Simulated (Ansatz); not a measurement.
Electronic density of states of amorphous Si24O49Zn, density 2.27 g/cm³, on a 2×2×2 Γ-centred mesh with a Gaussian width of 0.1 eV; energies count from the Fermi level, whose place inside the gap is arbitrary. Cell and mesh are small, so fine structure isn't converged. The numbers are results of PBE, scalar-relativistic without spin-orbit coupling (plane waves to 420 eV, PAW; Ansatz, a quantum-chemistry and plane-wave program), not measurements. Sampling: a 2×2×2 Γ-centred mesh; Fermi-Dirac width 0.02 eV; no spin polarisation. At PBE the levels at the filled edge of the gap are localised (band-tail or defect states), and the nearest spread-out levels lie 5.0 eV apart at the zone centre.

A CHGNet melt-quench gave the starting glass, which DFT then relaxed. O atoms were pushed apart under 1.9 Å during the dynamics, to hinder bonds among them. The hot cell started wider than the set density and was brought back towards it in steps. It is the lowest in DFT energy of 2 quenches. It is a model cell: composition and starting density were chosen by hand, and all elements were melted together. No dispersion term was used. Its density started from a set value of 2.27 and ended at 2.27 g/cm³. Cooling (nominally 320 K/ps over its main leg) ran many orders faster than in experiment, which tends to leave more defects and strain. A cell of this size samples the disorder only roughly. The volume was held where the preparation left it and the shape relaxed, at a PBE pressure of -0.4 GPa (tension).

| E - EF (eV) | states/(eV atom) |
|---|---|
| -12.00 | 0.00 |
| -11.90 | 0.00 |
| -11.80 | 0.00 |
| -11.70 | 0.02 |
| -11.60 | 0.10 |
| -11.50 | 0.15 |
| -11.40 | 0.17 |
| -11.30 | 0.19 |
| -11.20 | 0.17 |
| -11.10 | 0.14 |
| -11.00 | 0.15 |
| -10.90 | 0.20 |
| -10.80 | 0.20 |
| -10.70 | 0.21 |
| -10.60 | 0.22 |
| -10.50 | 0.18 |
| -10.40 | 0.17 |
| -10.30 | 0.22 |
| -10.20 | 0.23 |
| -10.10 | 0.20 |
| -10.00 | 0.17 |
| -9.90 | 0.17 |
| -9.80 | 0.16 |
| -9.70 | 0.18 |
| -9.60 | 0.18 |
| -9.50 | 0.19 |
| -9.40 | 0.20 |
| -9.30 | 0.20 |
| -9.20 | 0.18 |
| -9.10 | 0.16 |
| -9.00 | 0.18 |
| -8.90 | 0.22 |
| -8.80 | 0.21 |
| -8.70 | 0.13 |
| -8.60 | 0.17 |
| -8.50 | 0.22 |
| -8.40 | 0.24 |
| -8.30 | 0.32 |
| -8.20 | 0.42 |
| -8.10 | 0.57 |
| -8.00 | 0.65 |
| -7.90 | 0.66 |
| -7.80 | 0.72 |
| -7.70 | 0.61 |
| -7.60 | 0.53 |
| -7.50 | 0.57 |
| -7.40 | 0.56 |
| -7.30 | 0.51 |
| -7.20 | 0.45 |
| -7.10 | 0.49 |
| -7.00 | 0.58 |
| -6.90 | 0.39 |
| -6.80 | 0.31 |
| -6.70 | 0.18 |
| -6.60 | 0.13 |
| -6.50 | 0.14 |
| -6.40 | 0.18 |
| -6.30 | 0.26 |
| -6.20 | 0.33 |
| -6.10 | 0.33 |
| -6.00 | 0.27 |
| -5.90 | 0.33 |
| -5.80 | 0.40 |
| -5.70 | 0.48 |
| -5.60 | 0.56 |
| -5.50 | 0.55 |
| -5.40 | 0.65 |
| -5.30 | 0.70 |
| -5.20 | 0.64 |
| -5.10 | 0.69 |
| -5.00 | 0.77 |
| -4.90 | 0.75 |
| -4.80 | 0.75 |
| -4.70 | 0.77 |
| -4.60 | 0.77 |
| -4.50 | 0.81 |
| -4.40 | 0.80 |
| -4.30 | 0.79 |
| -4.20 | 0.87 |
| -4.10 | 0.97 |
| -4.00 | 1.01 |
| -3.90 | 0.98 |
| -3.80 | 1.01 |
| -3.70 | 1.03 |
| -3.60 | 0.97 |
| -3.50 | 0.86 |
| -3.40 | 0.78 |
| -3.30 | 0.79 |
| -3.20 | 0.82 |
| -3.10 | 0.74 |
| -3.00 | 0.70 |
| -2.90 | 0.68 |
| -2.80 | 0.49 |
| -2.70 | 0.27 |
| -2.60 | 0.19 |
| -2.50 | 0.17 |
| -2.40 | 0.15 |
| -2.30 | 0.13 |
| -2.20 | 0.03 |
| -2.10 | 0.00 |
| -2.00 | 0.00 |
| -1.90 | 0.00 |
| -1.80 | 0.00 |
| -1.70 | 0.00 |
| -1.60 | 0.00 |
| -1.50 | 0.00 |
| -1.40 | 0.00 |
| -1.30 | 0.00 |
| -1.20 | 0.00 |
| -1.10 | 0.00 |
| -1.00 | 0.00 |
| -0.90 | 0.00 |
| -0.80 | 0.00 |
| -0.70 | 0.00 |
| -0.60 | 0.00 |
| -0.50 | 0.00 |
| -0.40 | 0.00 |
| -0.30 | 0.00 |
| -0.20 | 0.00 |
| -0.10 | 0.00 |
| 0.00 | 0.00 |
| 0.10 | 0.00 |
| 0.20 | 0.00 |
| 0.30 | 0.00 |
| 0.40 | 0.00 |
| 0.50 | 0.00 |
| 0.60 | 0.00 |
| 0.70 | 0.00 |
| 0.80 | 0.00 |
| 0.90 | 0.00 |
| 1.00 | 0.00 |
| 1.10 | 0.00 |
| 1.20 | 0.00 |
| 1.30 | 0.00 |
| 1.40 | 0.00 |
| 1.50 | 0.00 |
| 1.60 | 0.00 |
| 1.70 | 0.00 |
| 1.80 | 0.00 |
| 1.90 | 0.00 |
| 2.00 | 0.00 |
| 2.10 | 0.00 |
| 2.20 | 0.01 |
| 2.30 | 0.02 |
| 2.40 | 0.01 |
| 2.50 | 0.03 |
| 2.60 | 0.07 |
| 2.70 | 0.08 |
| 2.80 | 0.05 |
| 2.90 | 0.01 |
| 3.00 | 0.01 |
| 3.10 | 0.05 |
| 3.20 | 0.04 |
| 3.30 | 0.03 |
| 3.40 | 0.05 |
| 3.50 | 0.09 |
| 3.60 | 0.10 |
| 3.70 | 0.11 |
| 3.80 | 0.10 |
| 3.90 | 0.06 |
| 4.00 | 0.07 |
| 4.10 | 0.10 |
| 4.20 | 0.13 |
| 4.30 | 0.11 |
| 4.40 | 0.12 |
| 4.50 | 0.15 |
| 4.60 | 0.13 |
| 4.70 | 0.14 |
| 4.80 | 0.17 |
| 4.90 | 0.19 |
| 5.00 | 0.22 |
| 5.10 | 0.21 |
| 5.20 | 0.23 |
| 5.30 | 0.28 |
| 5.40 | 0.27 |
| 5.50 | 0.27 |
| 5.60 | 0.31 |
| 5.70 | 0.31 |
| 5.80 | 0.33 |
| 5.90 | 0.42 |
| 6.00 | 0.44 |
| 6.10 | 0.50 |
| 6.20 | 0.56 |
| 6.30 | 0.57 |
| 6.40 | 0.59 |

The level gap on this mesh is 4.63 eV; the broadening fills part of it in the curve.
